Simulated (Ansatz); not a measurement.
WO3 (Pm-3m, No. 221, 4 atoms in the cell; start mp-19390; a measured phase of this formula has another space group)

These are LDA in Ansatz (plane waves, PAW) values and carry that method's errors.

Run with plane-wave cutoff 520 eV, 10×10×10 k mesh, Fermi–Dirac smearing 0.01 eV, no spin polarisation, scalar-relativistic PAW data made under PBE.

Cell (relaxed at this level):

```
WO3
1.0
    3.77661     0.00000     0.00000
    0.00000     3.77661     0.00000
    0.00000     0.00000     3.77661
W O
1 3
Cartesian
  0.00000   0.00000   0.00000
  0.00000   0.00000   1.88831
  1.88831   0.00000   0.00000
  0.00000   1.88831   0.00000
```

* **band gap**: 0.57 eV
* **smallest direct gap on the k points sampled**: 1.63 eV

Spin–orbit coupling is not included.

Cost on a shared machine: about 4 core-seconds (a rough figure).

A start named mp-… is a Materials Project structure, which need not be a measured phase.

Ansatz is an electronic-structure program.
